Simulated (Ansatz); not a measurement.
Start from Al2O3 in the corundum structure (space group R-3c, No. 167).

```xyz
10
Lattice="2.4044 1.3882 4.3746 -2.4044 1.3882 4.3746 0.0000 -2.7764 4.3746" Properties=species:S:1:pos:R:3 pbc="T T T"
Al     0.0000     0.0000     4.6216
Al     0.0000     0.0000     1.9404
Al     0.0000     0.0000     8.5023
Al     0.0000     0.0000    11.1835
O     -0.9321     1.3882     7.6556
O     -0.7362    -1.5013     7.6556
O      1.6682     0.1131     7.6556
O      0.9321    -1.3882     5.4683
O      0.7362     1.5013     5.4683
O     -1.6682    -0.1131     5.4683
```

Cartesian axes are those of the cell as printed.

All numbers come from Ansatz (an electronic-structure program), PBE, PAW, cutoff 420 eV, no spin-orbit coupling.

For the base:

- Electron mass: 0.38 mₑ along c, 0.36 mₑ across (at Γ)
- Gap character: direct at Γ

One thing is altered: compressive biaxial strain of 4.45 % in the plane normal to [001], as in epitaxy on a mismatched substrate; the out-of-plane cell vector and the atoms relax.

**Question.** What happens to the electron mass?

**Answer.** The electron mass goes from 0.38 mₑ along c, 0.36 mₑ across (at Γ) to 0.36 mₑ out of plane, 0.43 mₑ in plane (at Γ).

**Question.** How does this affect the gap character?

**Answer.** The gap character is still direct at Γ.

Masses are band curvatures over ±0.01 Å⁻¹ around the edge. No phonon test of stability was made.
